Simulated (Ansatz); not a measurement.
Functionals compared on the (11-21) surface of hcp Cd in its 1x1 cell, outermost plane spacing 0.73 Å in the ideal cut, in Ansatz (plane waves, PAW). The structure was relaxed with PBE; the other rows are single points on it, each with its references at the same level. Cutoff 420 eV (500 eV for r2SCAN).

Slab: 15 atoms, 10.3 Å thick at the start (thin: gaps and levels are the slab's own); k 8x7x1, smearing 0.1 eV, dipole-corrected; all atoms relaxed; no symmetry held; no spin, no spin-orbit, no U. These notes are the PBE run's.

```
functional  surface energy (J/m²)  work function of the top face (eV)          rough cost of the single point
----------  ---------------------  ----------------------------------  --------------------------------------
PBE                          0.52                                3.94                                       –
LDA                          0.86                                4.29             very roughly 5 core-minutes
PBEsol                       0.76                                4.03   about 5 core-minutes (a rough figure)
RPBE                          ___                                 ___                  roughly 7 core-minutes
r2SCAN                       0.71                                3.98  about 12 core-minutes (a rough figure)
```

Some entries are withheld; supply them.


- RPBE, surface energy (J/m²): 0.35
- RPBE, work function of the top face (eV): 3.78

Ansatz is a first-principles code.
